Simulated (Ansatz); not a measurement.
This concerns the energy of configuration A over configuration B. The value is E(A) − E(B).

Cell A: a stack of composition Ni7C2 built on Ni (fcc, Fm-3m) (111), with 7 atoms on that crystal's sites, 9 atoms, hexagonal cell of 2.46 Å (5.2 Å²), symmetry P3m1, 14.2 Å thick under 16 Å of vacuum, in-plane vectors held at the crystal's, which may strain the added film; planes from bottom to top: Ni × 7 | C2, its two faces unlike (dipole correction applied); spin state with PBE: parallel moments, net moment 4.3 μB a cell, k-point mesh 21×21×1.
```xyz
9
Lattice="2.4607 0.0000 0.0000 1.2303 2.1310 0.0000 0.0000 0.0000 30.1310" Properties=species:S:1:pos:R:3 pbc="T T T"
Ni     0.0000     0.0000     7.9792
Ni     1.2303     0.7103     9.9861
Ni     2.4607     1.4207    11.9965
Ni     0.0000     0.0000    14.0070
Ni     1.2303     0.7103    16.0184
Ni     2.4607     1.4207    18.0220
Ni     0.0000     0.0000    20.0274
C      0.0000     0.0000    22.2059
C      1.2303     0.7103    22.2116
```

Cell B: a stack of composition Ni7C2 built on Ni (fcc, Fm-3m) (111), with 7 atoms on that crystal's sites, 9 atoms, hexagonal cell of 2.46 Å (5.2 Å²), symmetry P3m1, 15.1 Å thick under 16 Å of vacuum, in-plane vectors held at the crystal's, which may strain the added film; planes from bottom to top: Ni × 7 | C2, its two faces unlike (dipole correction applied); spin state with PBE: parallel moments, net moment 4.4 μB a cell, k-point mesh 21×21×1.
```
Ni7C2
1.0
    2.46070     0.00000     0.00000
    1.23035     2.13102     0.00000
    0.00000     0.00000    31.61393
Ni C
7 2
Direct
  0.00000   0.00000   0.25652
  0.33333   0.33333   0.32001
  0.66667   0.66667   0.38361
  0.00000   0.00000   0.44724
  0.33333   0.33333   0.51086
  0.66667   0.66667   0.57439
  0.00000   0.00000   0.63775
  0.00000   0.00000   0.73471
  0.33333   0.33333   0.73476
```

Computed with Ansatz (plane waves, PAW), its default PAW set, cutoff 420 eV. The structures are at rest with PBE+D3(BJ), within the held lattices; other levels are single points on them. Neutral cells; Fermi-Dirac smearing of at most 0.10 eV in the solids, energies taken to zero width. The lattices are those relaxed with PBE+D3(BJ) or held as stated, so at other levels the solids can be strained, which adds to the spread. A dispersion term (D3(BJ), or D4 for r2SCAN) was computed beside these levels and is taken off wherever the name lacks it. Static lattices, no vibrational contributions. No structure search was made; lower ones may exist. No search over spin orders was made beyond those shown. Values are for these cell sizes. Cell A has symmetry P3m1 and got no random move, so less symmetric positions, which may lie lower, weren't tried. Cell B has symmetry P3m1 and got no random move, so less symmetric positions, which may lie lower, weren't tried.

Levels: PBE, PBE+D3(BJ), LDA, PBEsol, RPBE.

### Question
Do the levels agree on which is lower?

### Answer
B: PBE (0.07), RPBE (0.15); too close to call: PBE+D3(BJ) (0.03); A: LDA (-0.17), PBEsol (-0.10) (values in eV; within 0.05 eV of zero counts as too close to call). The levels span 0.32 eV, from LDA (-0.17) to RPBE (0.15). They disagree on the sign.

Ansatz is a program for electronic structure.
